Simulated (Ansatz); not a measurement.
# How far to go with the k-point mesh: CO₂ (Cm, 6 atoms in the cell)

```xyz
6
Lattice="2.6438 -2.3945 0.0000 2.6438 2.3945 0.0000 0.0000 0.0000 6.6069" Properties=species:S:1:pos:R:3 pbc="T T T"
C      0.0000     0.0000     0.0500
C      2.6438     0.0000     3.3035
O      2.6438    -1.4679     5.8923
O      2.6438     1.4679     0.7146
O      2.6438    -0.9266     2.5889
O      2.6438     0.9266     4.0181
```

Computed with PBEsol, default PAW files made with PBE (plane waves; Ansatz, a first-principles code).

Base settings: basis.ecutwfc = 420 eV; kpoints.mp_grid.grid = 7 7 4; hamiltonian.xc = pbesol; hamiltonian.pseudopotentials = {kind: paw} (the program's default PAW files); scf.occupations.method = fermi_dirac; scf.occupations.width = 0.02 eV.

The second cell is the first with its lattice scaled by 0.98.

Only quantities that move along the ladder and can be compared are tabulated.

The count of work is k-points × plane waves × bands × iterations; it is no time. Core times come from one kind of shared machine, to one figure; runs under 30 s give none.

The starting cell comes from a database of computed structures (which also holds hypothetical and non-ambient phases and stackings), without a prior relaxation at this level. Its lattice was rescaled by up to half a per cent. One atom was moved a little off its site on purpose. In the base run, forces exceed 1 eV/Å. Ansatz's pressure includes its estimate of the finite-basis (Pulay) stress.

Steps (kpoints.mp_grid.grid): 2 2 1; 2 2 2; 3 3 2; 4 4 2; 5 5 3; 6 6 3; 7 7 4; 8 8 5; 9 9 5; 10 10 6; 11 11 6; 12 12 7; 13 13 7; 15 15 8; 16 16 9; 18 18 10; 20 20 11.

Problem. What is the coarsest kpoints.mp_grid.grid that holds the pressure within 0.1 GPa of the last step, with all finer ones?

Solution. 3 3 2, at 0.0069 of the last step's count of work; the step before is off by 0.13 GPa.

Problem. What is the coarsest kpoints.mp_grid.grid that holds the energy of the compressed cell less the first within 0.5 meV/atom of the last step, with all finer ones?

Solution. 3 3 2, at 0.0069 of the last step's count of work; the step before is off by 0.88 meV/atom.

```csv
kpoints.mp_grid.grid,free energy less the last step's (meV/atom),energy of the compressed cell less the first (meV/atom),pressure (GPa),largest difference of a force vector from the last step's (eV/Å),gap on the mesh (eV),count of work / last,core time / last (rough)
2 2 1,3.41,21.15,0.12,0.127,6.453,0.0026,–
2 2 2,-2.12,20.21,-0.03,0.065,6.455,0.0052,–
3 3 2,-0.43,21.09,0.09,0.002,6.586,0.0069,–
4 4 2,-0.10,21.12,0.11,0.000,6.449,0.012,–
5 5 3,0.00,21.07,0.11,0.000,6.501,0.021,–
6 6 3,0.00,21.15,0.10,0.000,6.449,0.029,–
7 7 4,-0.02,21.12,0.11,0.000,6.476,0.052,–
8 8 5,0.01,21.07,0.11,0.000,6.449,0.080,–
9 9 5,0.00,21.09,0.11,0.000,6.465,0.099,–
10 10 6,0.00,21.09,0.11,0.000,6.449,0.15,–
11 11 6,0.00,21.09,0.11,0.000,6.460,0.18,–
12 12 7,0.00,21.09,0.11,0.000,6.449,0.24,0.2
13 13 7,0.00,21.09,0.11,0.000,6.457,0.28,0.3
15 15 8,-0.01,21.10,0.11,0.000,6.455,0.42,0.4
16 16 9,0.00,21.10,0.11,0.000,6.449,0.53,0.5
18 18 10,0.00,21.09,0.11,0.000,6.449,0.75,0.7
20 20 11,0.00,21.09,0.11,0.000,6.449,1.0,1
```

The energy difference between the two cells stays within 1 meV/atom of the last step's from 2 2 1 on, the total only from 3 3 2 on: much of the error is common to both cells and cancels.

The gap on the mesh jumps up and down from mesh to mesh; it is no smooth measure of convergence.

Keys are those of Ansatz 0.2.
